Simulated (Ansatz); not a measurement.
The reference is GeSe (space group P6_3mc, No. 186; a = 4.7103 Å, c = 5.6848 Å; a hypothetical phase, not in the database extracts checked). Axes: x lies along a and z along c of the hexagonal cell.

Calculations: PBEsol/PAW in Ansatz (an electronic-structure program), scalar-relativistic without spin-orbit coupling, earlier PAW set.

Base values:

The smallest direct gap is 0.89 eV.

Now apply this change: a free-standing slab of 1 layer (4 atoms, 4 a layer) is cut normal to the y axis, with 15 Å of vacuum and the in-plane cell held at bulk.

What does the calculation give for the gap character and smallest direct gap after the change?

The gap character amounts to indirect, Γ–X (75 % along) → Z; the smallest direct gap grows by 0.70 eV, from 0.89 eV to 1.59 eV.

No phonon test of stability was made. k-point labels follow each cell's own Brillouin zone.
